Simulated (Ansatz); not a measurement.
Amorphous Hf18O37Zn, 56 atoms at 8.81 g/cm³, one PBE-relaxed geometry, zone centre. Methods: PBE, scalar-relativistic without spin-orbit coupling (Ansatz, an electronic-structure program); r2SCAN, scalar-relativistic without spin-orbit coupling (Ansatz); HSE06, scalar-relativistic without spin-orbit coupling (Ansatz). Plane waves to 420 eV (r2SCAN 500 eV); exact exchange is cut at the cell's faces. All rungs ran without spin polarisation.

A CHGNet melt-quench gave the starting glass, which DFT then relaxed. O atoms were pushed apart under 1.9 Å during the dynamics, to hinder bonds among them. The hot cell started wider than the set density and was brought back towards it in steps. It is the lowest in DFT energy of 2 quenches. It is a model cell: composition and starting density were chosen by hand, and all elements were melted together. No dispersion term was used. Its density started from a set value of 8.88 and ended at 8.81 g/cm³. The simulated quench (nominally 300 K/ps over its main leg) is rapid and tends to freeze in more defects than a deposited or slowly cooled glass has. One small periodic cell is one sample of the glass; other quenches scatter about these values. Volume and shape were free in the relaxation.

The relaxation ran on the zone centre alone. At PBE the gap is 4.05 eV on a 2×2×2 Γ-centred mesh, and the spacing at the zone centre alone 4.07 eV.

Q: What zone-centre spacing does r2SCAN give, roughly?

A: 4.58 eV (+0.51 eV against PBE).

Q: What zone-centre spacing does HSE06 give, roughly?

A: 5.67 eV (+1.60 eV against PBE).

The highest filled and the lowest empty state spread over these numbers of atoms (participation numbers): PBE: 11.8 and 35.4; r2SCAN: 11.5 and 32.5; HSE06: 12.0 and 35.5.
